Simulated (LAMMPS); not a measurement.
LAMMPS input (classical MD, pair style edip, file Si.edip):

```
units metal
atom_style atomic
atom_modify map array
boundary p p p
read_data cell.data
pair_style edip
pair_coeff * * Si.edip Si
mass 1 28.0850
neighbor 1.5 bin
neigh_modify every 1 delay 0 check yes one 6000 page 200000
timestep 0.001
compute xu all property/atom xu yu zu
thermo_style custom step temp pe etotal enthalpy press vol lx ly lz
thermo_modify norm no flush no
thermo 1000
fix br all box/relax aniso 0 vmax 0.001
min_style cg
minimize 0 0.001 500 2500
unfix br
velocity all create 2700 10784583 dist gaussian mom yes
fix md0 all npt temp 1350 1350 0.1 aniso 0 0 1.0 drag 1.0
run 5000
unfix md0
fix md0 all npt temp 1350 1350 0.1 aniso 0 0 1.0
run 8000
unfix md0
change_box all x final 0 27.18618 y final 0 30.75601 z final 0 115.32395 remap units box
region top block INF INF INF INF 40.363 INF units box
group top region top
change_box all z final 0 120.57119 units box  # and the atoms of group top spread over the longer part
set group all image 0 0 0
fix md0 top nvt temp 2867.9 2867.9 0.1
run 6000
unfix md0
fix md0 top nvt temp 2867.9 2193.1 0.1
run 5000
unfix md0
velocity all create 1350 10784583 dist gaussian mom yes
fix md0 all npt temp 1350 1350 0.1 z 0 0 1.0 drag 1.0
run 5000
unfix md0
fix md0 all npt temp 1350 1350 0.1 z 0 0 1.0
run 15000
unfix md0
fix md0 all npt temp 1350 1350 0.1 z 0 0 1.0
run 15000
unfix md0
fix md0 all npt temp 1350 1350 0.1 z 0 0 1.0
run 15000
unfix md0
fix md0 all npt temp 1350 1350 0.1 z 0 0 1.0
run 15000
unfix md0
fix md0 all npt temp 1350 1350 0.1 z 0 0 1.0
run 15000
unfix md0
fix md0 all npt temp 1350 1350 0.1 z 0 0 1.0
run 15000
unfix md0
fix md0 all npt temp 1350 1350 0.1 z 0 0 1.0
run 15000
unfix md0
fix md0 all npt temp 1350 1350 0.1 z 0 0 1.0
run 15000
unfix md0
fix md0 all npt temp 1350 1350 0.1 z 0 0 1.0
run 15000
unfix md0
fix md0 all npt temp 1350 1350 0.1 z 0 0 1.0
run 15000
unfix md0
fix md0 all npt temp 1350 1350 0.1 z 0 0 1.0
run 15000
unfix md0
fix md0 all npt temp 1350 1350 0.1 z 0 0 1.0
run 15000
unfix md0
fix md0 all npt temp 1350 1350 0.1 z 0 0 1.0
run 15000
unfix md0
fix md0 all npt temp 1350 1350 0.1 z 0 0 1.0
run 15000
unfix md0
fix md0 all npt temp 1350 1350 0.1 z 0 0 1.0
run 15000
unfix md0
fix md0 all npt temp 1350 1350 0.1 z 0 0 1.0
run 15000
unfix md0
fix md0 all npt temp 1350 1350 0.1 z 0 0 1.0
run 15000
unfix md0
fix md0 all npt temp 1350 1350 0.1 z 0 0 1.0
run 15000
unfix md0
fix md0 all npt temp 1350 1350 0.1 z 0 0 1.0
run 15000
unfix md0
fix md0 all npt temp 1350 1350 0.1 z 0 0 1.0
run 15000
unfix md0
fix md0 all npt temp 1350 1350 0.1 z 0 0 1.0
run 15000
unfix md0
fix md0 all npt temp 1350 1350 0.1 z 0 0 1.0
run 15000
unfix md0
fix md0 all npt temp 1350 1350 0.1 z 0 0 1.0
run 15000
unfix md0
fix md0 all npt temp 1350 1350 0.1 z 0 0 1.0
run 15000
unfix md0
fix md0 all npt temp 1350 1350 0.1 z 0 0 1.0
run 15000
unfix md0
fix md0 all npt temp 1350 1350 0.1 z 0 0 1.0
run 15000
unfix md0
fix md0 all npt temp 1350 1350 0.1 z 0 0 1.0
run 15000
unfix md0
fix md0 all npt temp 1350 1350 0.1 z 0 0 1.0
run 15000
unfix md0
fix md0 all npt temp 1350 1350 0.1 z 0 0 1.0
run 15000
unfix md0
fix md0 all npt temp 1350 1350 0.1 z 0 0 1.0
run 15000
unfix md0
fix md0 all npt temp 1350 1350 0.1 z 0 0 1.0
run 15000
unfix md0
fix md0 all npt temp 1350 1350 0.1 z 0 0 1.0
run 15000
unfix md0
fix md0 all npt temp 1350 1350 0.1 z 0 0 1.0
run 15000
unfix md0
fix md0 all npt temp 1350 1350 0.1 z 0 0 1.0
run 15000
unfix md0
fix md0 all npt temp 1350 1350 0.1 z 0 0 1.0
run 15000
unfix md0
fix md0 all npt temp 1350 1350 0.1 z 0 0 1.0
run 15000
unfix md0
fix md0 all npt temp 1350 1350 0.1 z 0 0 1.0
run 15000
unfix md0
fix md0 all npt temp 1350 1350 0.1 z 0 0 1.0
run 15000
unfix md0
fix md0 all npt temp 1350 1350 0.1 z 0 0 1.0
run 15000
unfix md0
fix md0 all npt temp 1350 1350 0.1 z 0 0 1.0
run 15000
unfix md0
```

The data file holds Si (diamond structure), a cell 115 Å long along the (110) normal (4800 atoms) with 67 % of it melted and the whole then held at 1350 K and zero normal pressure.

End of the log (thermodynamic rows thinned):

```
# run of 15000 steps: all npt temp 1350 1350 0.1 z 0 0 1.0
   Step         temp           pe       etotal        press          vol           lx           ly           lz
 602001      1342.42     -20944.3     -20111.5      44.7704      96560.5      27.1862       30.756      115.484
 605001      1341.67       -20970     -20137.7     -576.452        96622      27.1862       30.756      115.557
 608001      1346.79     -20959.7     -20124.2      341.805        96451      27.1862       30.756      115.353
 611001      1343.84     -20950.5     -20116.9     -3298.03      96766.7      27.1862       30.756      115.731
 614001         1345     -20967.7     -20133.4       184.51      96425.1      27.1862       30.756      115.322
# run of 15000 steps: all npt temp 1350 1350 0.1 z 0 0 1.0
   Step         temp           pe       etotal        press          vol           lx           ly           lz
 617001      1339.82     -20954.6     -20123.5      9.29448        96369      27.1862       30.756      115.255
 620001      1370.84     -20990.6     -20140.2      1516.75      96323.8      27.1862       30.756      115.201
 623001      1354.19     -20982.8     -20142.7      3289.51      96357.5      27.1862       30.756      115.241
 626001       1355.5     -20990.9       -20150     -801.539      96504.3      27.1862       30.756      115.417
 629001      1325.83     -20979.8     -20157.4     -882.864      96443.6      27.1862       30.756      115.344
```

```
Quantity                                       Value
---------------------------------  -----------------
interface speed (growth positive)    3.88 ± 0.08 m/s
direction                          the crystal grows
```
